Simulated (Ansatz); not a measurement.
The reference is CdS in the wurtzite structure (space group P6_3mc, No. 186; a = 4.124 Å, c = 6.708 Å). Axes: x lies along a and z along c of the hexagonal cell.

Method: DFT with PBEsol, PAW potentials and a 420 eV plane-wave cutoff in Ansatz (an electronic-structure program), no spin-orbit coupling.

Before the change:

```
Item                              Value
-----------------------------  --------
Width of the top valence band   1.74 eV
Volume per atom                24.71 Å³
```

One thing is altered: biaxial strain −2.40 %, plane normal [001], relaxed out of plane (Cartesian); in-plane vectors clamped, the third vector and the atoms free.

### Question
Estimate the effect on the width of the top valence band.

### Answer
The width of the top valence band increases by 0.122 eV to 1.87 eV.

### Question
How does this affect the volume per atom?

### Answer
The volume per atom decreases by 0.633 Å³ (24.71 Å³ → 24.07 Å³).

The levels and masses belong to the bands next to the band gap. No phonon test of stability was made.
